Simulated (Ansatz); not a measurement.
Consider TaN (space group P6/mmm, No. 191; a = 5.2017 Å, c = 2.9061 Å).

Method: PBEsol in Ansatz (plane waves to 420 eV, PAW, without spin-orbit coupling).

Base values:

```
Property   Result
--------  -------
Pressure  0.0 GPa
Band gap     zero
```

It is then changed as follows: an isotropic linear strain of +0.47 %; the atoms relax in the strained cell.

Predict the new energy relative to the base.

The energy grows by 2.2 meV/atom.

Estimate the effect on the pressure.

The pressure (mean of the normal stresses, compression positive) goes from zero to -4.4 GPa.

Predict the new band gap.

The band gap stays zero.

No phonon test of stability was made. The final runs are not spin-polarised. This is not the structure that TaN has at room temperature and ambient pressure.

Ansatz is a first-principles code.
